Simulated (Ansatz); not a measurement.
**How far PBE and r2SCAN part for SiC, Mg on a Si site**

Start from an 8-atom supercell of SiC (space group P6_3mc, No. 186; a = 3.094 Å, c = 10.129 Å) at its relaxed geometry.

(Cell as relaxed with PBE.)

Levels (all Ansatz, an electronic-structure program, PAW, earlier PAW set): PBE (420 eV, no spin-orbit coupling); r2SCAN (500 eV, scalar-relativistic without spin-orbit coupling).

Each level relaxes its own structure.

The change: a neutral Mg on a Si site, atoms relaxed at fixed cell, starting from a slightly rattled geometry.

| quantity | PBE | r2SCAN |
|---|---|---|
| largest displacement of a host atom from its site in the perfect cell | 0.36 Å | [?] |
| pressure | 17.2 GPa | [?] |
| shift of the substituted atom off its lattice site | 0.24 Å | [?] |

**Question.** Predict the r2SCAN column.

**Answer.** 
- largest displacement of a host atom from its site in the perfect cell, r2SCAN: 0.36 Å
- pressure, r2SCAN: 18.3 GPa
- shift of the substituted atom off its lattice site, r2SCAN: 0.23 Å

PBE's pressure lies 1.15 GPa below r2SCAN's; the two agree on the largest displacement of a host atom from its site in the perfect cell. Neither level is exact; r2SCAN is the comparison here, not a measurement.

Other magnetic orders, which the real material may have, were not ruled out. The cell is small, so the values are those of an ordered compound at a high defect concentration; dilute-limit values will differ. A case with no gap was solved on a k-mesh chosen for an insulator, which is coarse for it. Starting moments died away, wholly or in part, for Mg on a Si site; another magnetic solution may exist.
